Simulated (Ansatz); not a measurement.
The reference is ZnCu2SnS4 (space group I-4, No. 82).

```
CELL_PARAMETERS angstrom
     -2.65874     2.65874     5.32154
      2.65874    -2.65874     5.32154
      2.65874     2.65874    -5.32154
ATOMIC_POSITIONS crystal
  Cu 0.00000 0.00000 0.00000
  Cu 0.75000 0.25000 0.50000
  Zn 0.25000 0.75000 0.50000
  Sn 0.50000 0.50000 0.00000
  S  0.36981 0.90003 0.00920
  S  0.09997 0.10917 0.46979
  S  0.89083 0.36062 0.99080
  S  0.63938 0.63019 0.53021
```

Cartesian axes are those of the cell as printed.

All numbers come from DFT with LDA, PAW potentials and a 420 eV plane-wave cutoff in Ansatz (an electronic-structure program), without spin-orbit coupling.

For the base:

- Band gap: 0.14 eV
- Volume per atom: 18.81 Å³

Modification: compressive biaxial strain of 0.75 % in the plane normal to [001], as in epitaxy on a mismatched substrate; the out-of-plane cell vector and the atoms relax.

Task: What does the calculation give for the energy relative to the base, band gap, volume per atom and in-plane stress after the change?

Result: The energy grows by 0.6 meV/atom; the band gap rises by 0.04 eV, from 0.14 eV to 0.18 eV; the volume per atom falls by 0.104 Å³ to 18.70 Å³; the mean in-plane stress (compression positive) is +0.7 GPa.

No phonon test of stability was made. The final runs are not spin-polarised. A zero or small gap of ZnCu2SnS4 can be the functional's error rather than a property of the material.
